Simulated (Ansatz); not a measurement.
BN under load (space group Imm2), r2SCAN, rigid bands in Ansatz (a quantum-chemistry and plane-wave program). Condition of this run: uniaxial stress along [110] of -9 GPa (compression positive) (the target of the relaxation). Band gap 4.85 eV, N_c = 6.95e18 cm⁻³ and N_v = 2.51e19 cm⁻³ at 300 K, conductivity masses along x (a = (0.01, 1.81, 1.80) Å; b = (1.81, 0.01, 1.80) Å; c = (1.82, 1.82, 0.00) Å) of 0.299 mₑ (electrons) and 0.689 mₑ (holes). Take k_BT = 0.02585 eV.

**Question.** Find the intrinsic carrier density and the intrinsic Fermi level.

**Answer.** n_i = √(N_c N_v) exp(−E_g/2k_BT) = 1.32e19 × exp(−93.80) = 2.4e-22 cm⁻³. The level lies (k_BT/2) ln(N_v/N_c) = 17 meV from mid-gap (positive towards the conduction band). Each 0.1 eV added to the gap lowers n_i by a factor of 6.9.

**Question.** A film of it is 3 nm thick, with its normal along the direction named. Estimate the confinement energies in an infinite well.

**Answer.** ħ²π²/(2m t²) = 0.376 eV·nm²/(m/mₑ × t²) gives 140 meV for electrons and 60.6 meV for holes, so the gap would widen to about 5.05 eV. Finite barriers and nonparabolic bands lower this, and with several valleys or bands the heaviest mass along the normal sets the lowest level, not this average.

**Question.** What thermal injection velocity √(2k_BT/πm) limits a ballistic channel along the direction named?

**Answer.** 9.84e6 cm/s for electrons and 6.48e6 cm/s for holes, a ratio of √(m_h/m_e) = 1.52, for dilute carriers.

Rigid bands with the computed gap; masses take one relaxation time for all states. Spin-orbit coupling is left out. Geometry: cell and atoms relaxed with PBEsol.
